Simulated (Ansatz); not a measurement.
Base system: Li$_{2}$S in the anti-fluorite structure (space group Fm-3m, No. 225; a = 5.706 Å).

The values are results of PBE (Ansatz, a quantum-chemistry and plane-wave program), scalar-relativistic without spin-orbit coupling, not measurements.

Strains are applied to the cell and any free atomic positions relax.

One change was made to it. Results:

```csv
quantity,base,after
gap character,"indirect, Γ → X","indirect, Γ → X"
electron mass,"0.64 mₑ along k, 0.34 mₑ across (at X)","0.65 mₑ along k, 0.35 mₑ across (at X)"
energy relative to the base (free energy F),0 meV/atom,+6.7 meV/atom
```

### Question
What was done to the base?
(A) isotropic strain −1.00 %
(B) isotropic strain +2.00 %
(C) isotropic strain +1.00 %

### Answer
B, isotropic strain +2.00 %. For comparison, the electron mass in the other runs: isotropic strain −1.00 % gives 0.62 mₑ along k, 0.33 mₑ across (at X); isotropic strain +1.00 % gives 0.64 mₑ along k, 0.35 mₑ across (at X).

Masses are band curvatures over ±0.01 Å⁻¹ around the edge. Along k means along the line from Γ to the band edge. Whether these cells are dynamically stable was not tested.
